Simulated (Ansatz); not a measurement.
ZrVF6, magnetic orders

Consider ZrVF$_{6}$ (space group Fm-3m, No. 225; a = 8.161 Å; ferromagnetic).

Each order is relaxed in cell and atoms; arrows give the starting signs on the magnetic atoms.

Computed with PBEsol+U (U_eff on d states: V 3.25 eV), PAW, 420 eV (Ansatz, a quantum-chemistry and plane-wave program; no spin-orbit coupling).

Notes on the quantities. energy relative to the base: σ→0; to 0.01 eV only: unlike meshes or grids.

| change | volume per atom | energy relative to the base | band gap |
|---|---|---|---|
| base | 16.99 Å³ | 0.00 eV/atom | 2.91 eV |
| non-magnetic | 16.19 Å³ | +0.46 eV/atom | zero |
| ↑↓ start, q = (0, 0, 1/2), 16 atoms | 16.99 Å³ | 0 meV/atom | 3.01 eV |
| ↑↓ start, q = (0, 1/2, 1/2), 16 atoms | 16.98 Å³ | 0 meV/atom | 2.93 eV |

Other magnetic orders, which the real material may have, were not ruled out. Whether these cells are dynamically stable was not tested. A gap here joins edges of opposite spin (a spin-flip gap). Spin-polarised in the final run: base, ↑↓ start, q = (0, 0, 1/2), 16 atoms and ↑↓ start, q = (0, 1/2, 1/2), 16 atoms; the other runs are not. The U values are a database's picks, fitted on other projectors than the ortho-atomic ones used here.
